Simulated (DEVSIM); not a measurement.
Structure: GaP/Si n-p heterojunction, at 300 K.

Layer 1 from the left is GaP, thickness (μm) 0.280, Nd (cm⁻³) 9.4e17, τn (s) 1.5e-7, τp (s) 1.5e-6. Layer 2 from the left is Si, thickness (μm) 3.60, Na (cm⁻³) 2.4e15, τn (s) 1.5e-7, τp (s) 1.5e-7.

Left contact: ohmic. Right contact: ohmic. Voltage is applied to the left contact. Recombination: SRH at mid-gap, Auger. Mobility is μmin + (μ − μmin)/(1 + (N/Nref)^α).

The device is made up for the run: typed textbook-type constants, with dimensions and the other settings drawn at random. Values at 300 K.

GaP: gap (eV) 2.26, affinity (eV) 3.8, permittivity 11.1, Nc (cm⁻³) 1.8e19, Nv (cm⁻³) 1.9e19, μn (cm²/Vs) 250, μp (cm²/Vs) 150, μn,min 10, μp,min 10, Nref,n 4.4e18, Nref,p 1e18, αn 0.8, αp 0.85, Cn (cm⁶/s) 1e-30, Cp (cm⁶/s) 1e-30. Si: gap (eV) 1.124, affinity (eV) 4.05, permittivity 11.7, Nc (cm⁻³) 2.86e19, Nv (cm⁻³) 3.1e19, μn (cm²/Vs) 1417, μp (cm²/Vs) 470, μn,min 52, μp,min 45, Nref,n 9.7e16, Nref,p 2.2e17, αn 0.68, αp 0.72, Cn (cm⁶/s) 2.8e-31, Cp (cm⁶/s) 9.9e-32.

Model (solved in DEVSIM): 1D drift-diffusion, Boltzmann statistics, complete ionisation; no tunnelling, impact ionisation, image-force lowering or self-heating. Band offsets follow the typed affinities; no thermionic-emission limit at abrupt steps, no polarisation charge.

Q: What does the simulation give for the dark forward voltage at 1 A/cm², the potential step across the device at zero bias, the largest field in the device at zero bias?

A: dark forward voltage at 1 A/cm² 0.542 V; potential step across the device at zero bias 1.053 V; largest field in the device at zero bias 240000 V/cm.
